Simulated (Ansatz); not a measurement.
Base system: BeS in the zinc blende structure (space group F-43m, No. 216; a = 4.869 Å). Axes: x, y, z lie along the cube axes.

All numbers come from Ansatz (an electronic-structure program), r2SCAN, PAW, cutoff 500 eV, no spin-orbit coupling.

Modification: the cell is scaled by 1.0250 in all directions, atoms relaxed at fixed cell.

**Question.** Predict the stress tensor and what it implies for the stiffness.

**Answer.** Stress of the strained cell less that of the base (GPa, compression positive):
```
  -6.28    0.00    0.00
   0.00   -6.28    0.00
   0.00    0.00   -6.28
```

Then B = −ΔP/(ΔV/V₀) with ΔV/V₀ = 0.0769 gives secant stiffness values (nonlinear terms included at this strain): B ≈ 82 GPa.

As a check, the harmonic strain energy −½ V₀ Δσ:ε is 21 meV/atom; the computed energy rise is 23 meV/atom.

Stability against distortions was not tested.
